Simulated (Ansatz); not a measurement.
Li on the 1x1 (111) surface of fcc Pt, one in a 2x2 cell, energies for each (27.3 Å²). Energies are against an atom of bcc Li, without zero-point or thermal terms; each row is named by its start. No converged result for: 1 more start.

Level of theory: PBE (plane waves to 420 eV, PAW; Ansatz, a program for electronic structure).

Set-up: 17 atoms, 6.9 Å thick at the start under the adsorbate (thin: gaps and levels are the slab's own); mesh 6x6x1; 0.1 eV smearing; dipole correction on; 8 atoms held, the rest relaxed; each run with such symmetry as its start has; no spin, no spin-orbit, no U, no dispersion correction.

A negative adsorption energy means that the adsorbate is more stable on the surface than in its reference. Starts that drift may end in the same place. Heights count from the host atoms within 0.3 Å of the top one.

```csv
starting site,E_ads (eV),height (Å),nearest host atom (Å),bonded to,Δ work function (eV),lateral drift (Å)
hollow Pt-Pt-Pt over Pt at depth 2.3 Å,-1.47,1.94,Pt 2.55,3 Pt,-3.03,0.0
hollow Pt-Pt-Pt over Pt at depth 4.6 Å,-1.46,1.95,Pt 2.55,3 Pt,-3.05,0.0
bridge Pt-Pt (span 2.8 Å),-1.47,1.94,Pt 2.54,3 Pt,-3.03,0.8
```
